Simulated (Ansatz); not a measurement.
Consider a periodic stack without vacuum, fcc Pb (0 0 1) on cubic ZrO2 (0 0 1) (film strained to the substrate, started from cuts of the bulks and a machine-learned relaxation; slabs O12Zr5 and Pb4, which can lie off the formulas): substrate slab O12Zr5, film Pb4, surface cells [[1, 0], [1, 1]] and [[1, 0], [1, 1]], film strained by +1.5 and +1.5 %, outermost planes O/O and Pb/Pb as cut, which need not be the usual terminations and can put a slab off its formula. Its start:

```
Pb4Zr5O12
1.0
    3.61756     0.00000    -0.01747
    0.00000     3.61756     0.02030
   -1.32388     1.04121    24.55326
O Zr Pb
12 5 4
Direct
  0.51991   0.95233   0.15207
  0.01080   0.45597   0.13202
  0.97054   0.48335   0.02667
  0.47535   0.97944   0.04363
  0.61625   0.89946   0.36928
  0.10872   0.40791   0.34788
  0.06812   0.43315   0.23945
  0.57803   0.92742   0.26074
  0.68481   0.79617   0.58212
  0.17919   0.29883   0.56509
  0.14055   0.34912   0.45662
  0.64637   0.83908   0.47669
  0.03539   0.94883   0.19619
  0.49296   0.46483   0.08862
  0.13498   0.86111   0.41252
  0.59114   0.41242   0.30432
  0.66077   0.32383   0.52007
  0.67966   0.00928   0.76146
  0.20378   0.76010   0.63041
  0.93870   0.99906   0.97832
  0.22856   0.46655   0.84955
```

The start was prepared with a machine-learned potential, and the result is one local minimum, with the in-plane cell held and forces under 0.04 eV/Å; the film can end far from its bulk form.

Level of theory: PBE (plane waves to 420 eV, PAW; Ansatz, a program for electronic structure). Spin–orbit coupling is left out; the runs are not spin-polarised. Its k-point mesh 9×9×1, Fermi–Dirac width 0.05 eV.

**Question.** Predict the relaxed interface.

**Answer.** 
* **interface area**: 13.1 Å²
* **period**: 25.33 Å
* **heights between the nearest atoms of the two slabs at the two interfaces**: 1.22 and 1.22 Å
* **O–Pb contacts across the interfaces within 1.22 times the sum of covalent radii**: 8, mean 2.29 Å
* **Pb–Zr contacts across the interfaces within 1.22 times the sum of covalent radii**: 8, mean 3.70 Å
